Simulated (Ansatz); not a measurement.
A computed series for KTaO3: response to strain

Base system: KTaO₃ in the cubic perovskite structure (space group Pm-3m, No. 221).

```yaml
crystal:
  lattice:
    - [3.98530, 0.00000, 0.00000]
    - [0.00000, 3.98530, 0.00000]
    - [0.00000, 0.00000, 3.98530]
  atoms:
    - { symbol: K, position: [0.00000, 0.00000, 0.00000] }
    - { symbol: Ta, position: [0.50000, 0.50000, 0.50000] }
    - { symbol: O, position: [0.50000, 0.00000, 0.50000] }
    - { symbol: O, position: [0.00000, 0.50000, 0.50000] }
    - { symbol: O, position: [0.50000, 0.50000, 0.00000] }
```

Strains are applied to the cell and any free atomic positions relax.

Method: Kohn–Sham DFT with the PBEsol functional, run in Ansatz (a program for electronic structure) with PAW and 420 eV plane waves, no spin-orbit coupling.

Notes on the quantities. energy relative to the base: free energy F.

```
variant                     pressure  band gap  volume per atom  energy relative to the base
------------------------  ----------  --------  ---------------  ---------------------------
base                        0.00 GPa   2.14 eV         12.66 Å³                   0 meV/atom
isotropic strain +0.60 %   -3.50 GPa   2.10 eV         12.89 Å³                            …
isotropic strain +1.20 %   -6.70 GPa   2.06 eV         13.12 Å³                 +10 meV/atom
isotropic strain +1.80 %   -9.64 GPa   2.02 eV         13.36 Å³                 +22 meV/atom
isotropic strain +2.40 %  -12.31 GPa   1.98 eV         13.59 Å³                 +38 meV/atom
isotropic strain +3.00 %           …         …         13.83 Å³                 +59 meV/atom
```

Complete the table.


- isotropic strain +0.60 %, energy relative to the base: +2.6 meV/atom
- isotropic strain +3.00 %, pressure: -14.75 GPa
- isotropic strain +3.00 %, band gap: 1.94 eV

Spin-orbit coupling, missing from the scalar runs, can matter with Ta. Whether these cells are dynamically stable was not tested.
